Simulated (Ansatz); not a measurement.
# BAs under load (space group F-43m): band-edge transport data

Input:

```xyz
2
Lattice="0.0000 2.2984 2.2984 2.2984 0.0000 2.2984 2.2984 2.2984 0.0000" Properties=species:S:1:pos:R:3 pbc="T T T"
B      0.0000     0.0000     0.0000
As     1.1492     1.1492     1.1492
```

These are r2SCAN with spin-orbit coupling, rigid bands (plane waves, PAW; Ansatz, a program for electronic structure) values and carry that method's errors. Condition of this run: hydrostatic pressure of 19.2 GPa (compression positive) (the target of the relaxation). How the cell was made: cell and atoms relaxed with PBEsol, then loaded as said.

```
Item                                                                                                                                                            Value
---------------------------------------------------------------------------------------------------------------------------------------  ----------------------------
band gap                                                                                                                                                      1.18 eV
electron conductivity mass (300 K, dilute)                                                                                                                    0.29 mₑ
hole conductivity mass (300 K, dilute)                                                                                                                        0.33 mₑ
effective density of states N_c (300 K)                                                                                                                   3.5e19 cm⁻³
effective density of states N_v (300 K)                                                                                                                   1.0e19 cm⁻³
density-of-states mass, electrons                                                                                                                             1.24 mₑ
density-of-states mass, holes                                                                                                                                 0.55 mₑ
Seebeck coefficient, n-type 1e19 cm⁻³, 300 K                                                                                                                -319 μV/K
best n-type power factor at 300 K for τ = 10 fs (best axis; densities from 1e16 to 1e21 cm⁻³ tried, whether or not they can be reached)  18.4 μW/(cm·K²) at 1e20 cm⁻³
Seebeck coefficient, p-type 1e19 cm⁻³, 300 K                                                                                                                 241 μV/K
best p-type power factor at 300 K for τ = 10 fs (best axis; densities from 1e16 to 1e21 cm⁻³ tried, whether or not they can be reached)   8.6 μW/(cm·K²) at 3e20 cm⁻³
```

Rigid bands; masses and Seebeck coefficients take one relaxation time τ for all states and one kind of carrier; polarons and phonon drag are left out. Geometry: cell and atoms relaxed with PBEsol.
